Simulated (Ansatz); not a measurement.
Pair distribution function (total) of Li (bcc), cell Li128, started from the crystal [in the run: it stayed crystalline; mean temperature 294 K (target 300 K); density 0.55 g/cm³; one k-point, which a denser mesh shifts by 0.0 GPa in pressure and 0.01 eV/Å in forces], from MD at 294 K. Calculation: PBE (plane waves, PAW; Ansatz, an electronic-structure program). Volume per atom 21.15 Å³, mean pressure 0.0 GPa. 

```
r (Å) | g(r)
     1.98 |  0.00
     2.02 |  0.00
     2.06 |  0.00
     2.10 |  0.00
     2.14 |  0.00
     2.18 |  0.00
     2.22 |  0.00
     2.26 |  0.00
     2.30 |  0.00
     2.34 |  0.00
     2.38 |  0.01
     2.42 |  0.01
     2.46 |  0.02
     2.50 | # 0.07
     2.54 | # 0.12
     2.58 | ## 0.19
     2.62 | ### 0.35
     2.66 | ##### 0.59
     2.70 | ######## 0.94
     2.74 | ########### 1.28
     2.78 | ############### 1.70
     2.82 | ################### 2.12
     2.86 | ###################### 2.50
     2.90 | ########################## 2.86
     2.94 | ############################ 3.09
     2.98 | ############################# 3.22
     3.02 | ############################## 3.34
     3.06 | ############################# 3.29
     3.10 | ############################ 3.13
     3.14 | ########################### 2.99
     3.18 | ######################### 2.73
     3.22 | ####################### 2.55
     3.26 | ##################### 2.30
     3.30 | ################## 2.01
     3.34 | ################# 1.85
     3.38 | ############### 1.66
     3.42 | ############# 1.47
     3.46 | ############ 1.34
     3.50 | ########### 1.19
     3.54 | ########## 1.10
     3.58 | ######### 1.02
     3.62 | ######## 0.90
     3.66 | ####### 0.83
     3.70 | ###### 0.72
     3.74 | ###### 0.67
     3.78 | ##### 0.60
     3.82 | ##### 0.52
     3.86 | #### 0.45
     3.90 | ### 0.37
     3.94 | ### 0.35
     3.98 | ### 0.28
     4.02 | ## 0.25
     4.06 | ## 0.20
     4.10 | ## 0.17
     4.14 | # 0.17
     4.18 | # 0.17
     4.22 | # 0.15
     4.26 | # 0.15
     4.30 | ## 0.19
     4.34 | ## 0.21
     4.38 | ## 0.25
     4.42 | ### 0.32
     4.46 | ### 0.38
     4.50 | #### 0.45
     4.54 | #### 0.50
     4.58 | ##### 0.59
     4.62 | ###### 0.67
     4.66 | ####### 0.76
     4.70 | ######## 0.84
     4.74 | ######## 0.93
     4.78 | ######### 0.99
     4.82 | ######### 1.04
     4.86 | ########## 1.11
     4.90 | ########## 1.13
     4.94 | ########## 1.14
     4.98 | ########## 1.15
     5.02 | ########## 1.15
     5.06 | ########## 1.12
     5.10 | ########## 1.08
     5.14 | ########## 1.10
     5.18 | ######### 1.03
     5.22 | ######### 1.05
     5.26 | ######### 1.04
     5.30 | ######### 1.05
     5.34 | ########## 1.07
     5.38 | ########## 1.11
     5.42 | ########## 1.17
     5.46 | ############ 1.29
     5.50 | ############ 1.34
     5.54 | ############# 1.46
```

### Question
From these data, give where the first shell ends and the number of neighbours in it.

### Answer
first minimum near 4.2 Å (g down to about 0.15); 14.0 neighbours in the shell, from n = 4πρ∫r²g(r)dr.
